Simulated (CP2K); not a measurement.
Band structure of KMgH3 (Pm-3m, 5 atoms in the cell).

```
CELL_PARAMETERS angstrom
      3.98810     0.00000     0.00000
      0.00000     3.98810     0.00000
      0.00000     0.00000     3.98810
ATOMIC_POSITIONS crystal
  K  0.00000 0.00000 0.00000
  Mg 0.50000 0.50000 0.50000
  H  0.50000 0.00000 0.50000
  H  0.00000 0.50000 0.50000
  H  0.50000 0.50000 0.00000
```

Method: LDA (Pade form), GPW, DZVP-MOLOPT-SR-GTH basis, GTH-PADE potentials (GTH_POTENTIALS) run with CP2K.

Settings: CUTOFF = 1000 Ry; REL_CUTOFF = 40 Ry; KPOINTS/SCHEME = MONKHORST-PACK 4 4 4; GAMMA_CENTERED = T; XC_FUNCTIONAL = PADE; K/BASIS_SET = DZVP-MOLOPT-SR-GTH; K/POTENTIAL = GTH-PADE-q9; Mg/BASIS_SET = DZVP-MOLOPT-SR-GTH; Mg/POTENTIAL = GTH-PADE-q10; H/BASIS_SET = DZVP-MOLOPT-SR-GTH; H/POTENTIAL = GTH-PADE-q1; METHOD = GPW; EPS_DEFAULT = 1e-10; EXTRAPOLATION = USE_GUESS.

The starting cell comes from a database of computed structures (which also holds hypothetical and non-ambient phases and stackings), without a prior relaxation at this level. Values carry the incompleteness of an atom-centred basis.

Task: Predict the gap along the standard path and the places of the band edges.

Result: The gap along the path is 0.18 eV, from X to R; the smallest direct gap on it is 3.29 eV.

Levels in eV from the top of the valence band on the SCF mesh, bands 8 to 12:
```json
[
 {"point": "Γ", "8": "-14.25", "9": "-7.63", "10": "-1.33", "11": "-1.33", "12": "3.81"},
 {"point": "X", "8": "-14.22", "9": "-5.86", "10": "-4.76", "11": "0.00", "12": "3.29"},
 {"point": "M", "8": "-14.20", "9": "-4.90", "10": "-3.85", "11": "-3.85", "12": "1.53"},
 {"point": "R", "8": "-14.41", "9": "-4.08", "10": "-4.08", "11": "-4.08", "12": "0.18"}
]
```

Higher empty bands are left out: an atom-centred basis made for the valence describes them poorly.
